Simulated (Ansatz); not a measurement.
Input:

```yaml
crystal:
  lattice:
    - [6.72166, 0.00000, 0.00000]
    - [0.00000, 6.72166, 0.00000]
    - [0.00000, 0.00000, 6.72166]
  atoms:
    - { symbol: Bi, position: [0.36988, 0.36988, 0.36988] }
    - { symbol: Bi, position: [0.63012, 0.63012, 0.63012] }
    - { symbol: Bi, position: [0.13012, 0.63012, 0.86988] }
    - { symbol: Bi, position: [0.86988, 0.36988, 0.13012] }
    - { symbol: Bi, position: [0.86988, 0.13012, 0.63012] }
    - { symbol: Bi, position: [0.13012, 0.86988, 0.36988] }
    - { symbol: Bi, position: [0.63012, 0.86988, 0.13012] }
    - { symbol: Bi, position: [0.36988, 0.13012, 0.86988] }
    - { symbol: Pt, position: [0.00000, 0.00000, 0.00000] }
    - { symbol: Pt, position: [0.50000, 0.00000, 0.50000] }
    - { symbol: Pt, position: [0.50000, 0.50000, 0.00000] }
    - { symbol: Pt, position: [0.00000, 0.50000, 0.50000] }
```

Method: PBEsol, DFPT electron-phonon coupling, linearised Boltzmann equation (plane waves, PAW, scalar-relativistic; Ansatz, a program for electronic structure). Cell: relaxed with this functional, without spin-orbit coupling.

### Question
Predict the intrinsic resistivity at 300 K.

### Answer
21 μΩ·cm.

A metal at this level (no band gap). Only scattering by harmonic phonons is included (no impurities, grain boundaries, electron-electron scattering or thermal expansion). Spin-orbit coupling is left out, which matters with elements this heavy. Halving the electron mesh (12x12x12) moves the resistivity by up to 5 % at 300 K. Smearing 0.20 eV; phonons on a 2x2x2 q mesh, which this run doesn't test.

Formula and space group known from diffraction (Crystallography Open Database), not checked to be the room-temperature form: PtBi2 (Pa-3).
